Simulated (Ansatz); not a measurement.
Seebeck coefficient (μV/K, mean over directions) of n-type AlAs (F-43m) against carrier density, HSE06, rigid bands run with Ansatz (an electronic-structure program). Computed gap 2.09 eV; densities at which minority carriers matter at this gap, or further valleys turn the trend, are left out. Conductivity mass 0.32 mₑ (harmonic mean over directions), N_c = 1.7e19 cm⁻³ at 300 K.

| electron density | 300 K | 500 K |
|---|---|---|
| 1e16 cm⁻³ | … | -918 |
| 1e17 cm⁻³ | -652 | -720 |
| 1e18 cm⁻³ | -454 | -522 |
| 3e18 cm⁻³ | -361 | -428 |
| 1e19 cm⁻³ | -260 | -326 |
| 3e19 cm⁻³ | … | -235 |
| 1e20 cm⁻³ | -97 | … |
| 3e20 cm⁻³ | -52 | -84 |
| 1e21 cm⁻³ | -28 | -46 |

Problem. Some entries are withheld; supply them.

Solution. 
- 1e16 cm⁻³, 300 K: -851
- 3e19 cm⁻³, 300 K: -175
- 1e20 cm⁻³, 500 K: -146

Rigid bands with a gap fixed in temperature, one relaxation time for all states, no polarons or phonon drag, and whether or not such doping can be reached. Spin-orbit coupling is left out. Geometry: cell and atoms relaxed with PBEsol.
